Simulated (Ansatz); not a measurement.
**Response to strain in GaN**

Base system: GaN in the wurtzite structure (space group P6_3mc, No. 186; a = 3.183 Å, c = 5.184 Å).

Strains are applied to the cell and any free atomic positions relax.

Levels (all Ansatz, a quantum-chemistry and plane-wave program, PAW): r2SCAN (500 eV, no spin-orbit coupling); HSE06 (420 eV, no spin-orbit coupling).

```json
[
 {"isotropic strain (%)": "0", "band gap, r2SCAN (eV)": "2.35", "band gap, HSE06 (eV)": "3.20"},
 {"isotropic strain (%)": "0.86", "band gap, r2SCAN (eV)": "2.17", "band gap, HSE06 (eV)": "3.00"},
 {"isotropic strain (%)": "3.74", "band gap, r2SCAN (eV)": "?", "band gap, HSE06 (eV)": "?"},
 {"isotropic strain (%)": "4.11", "band gap, r2SCAN (eV)": "1.51", "band gap, HSE06 (eV)": "2.27"}
]
```

Problem. Fit E_g = E₀ + Dε (ε in %) to the rows shown and predict the withheld row.

Solution. Least squares on the printed values gives 

- r2SCAN: E₀ = 2.35 eV, D = -204 meV per % of strain (largest residual 0.00 eV); this predicts 1.58 eV, and the run gives 1.59 eV, in agreement
- HSE06: E₀ = 3.20 eV, D = -226 meV per % of strain (largest residual 0.00 eV); this predicts 2.35 eV, and the run gives 2.36 eV, in agreement.

Single points use the geometry relaxed with r2SCAN. No phonon test of stability was made.
